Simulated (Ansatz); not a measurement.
An Ansatz (an electronic-structure program) input (plane-wave PAW DFT at the PBEsol level (Ansatz, 420 eV), spin-orbit coupling left out):

Ansatz 0.2 input:
```yaml
crystal:
  lattice:
    - [-3.0035826883, 3.0035826883, 2.9435110345]
    - [3.0035826883, -3.0035826883, 2.9435110345]
    - [3.0035826883, 3.0035826883, -2.9435110345]
  atoms:
    - { symbol: Cs, position: [0, 0, 0] }
basis: { ecutwfc: 420, ecutrho_ratio: 4, xc_grid: 2, fft_grid_basis: typed }
kpoints: { mp_grid: { grid: [16, 16, 16] } }
hamiltonian:
  xc: pbesol
  dispersion: none
  pseudopotentials: { kind: paw }
scf: { occupations: { method: fermi_dirac, width: 0.1 }, convergence: { dr2_threshold: 0.0000000001 } }
relax: { f_tol: 0.005, max_steps: 50 }
output: { forces: true, stress: true }
checkpoint: { write: state.ck, write_every: 1000 }
```

Question: Which symmetry and how many k-points will the program report, and about how many plane waves at Γ?

Answer: Space group I4/mmm (ITA 139) with 16 operations, k-points 349 of 4096, and 2089 plane waves at Γ.

The cells carry an imposed strain or load. No phonon test of stability was made. The cell was made from Cs in the bcc (W type) structure (space group Im-3m, No. 229) by this change: uniaxial strain ε_zz = −2.00 %.
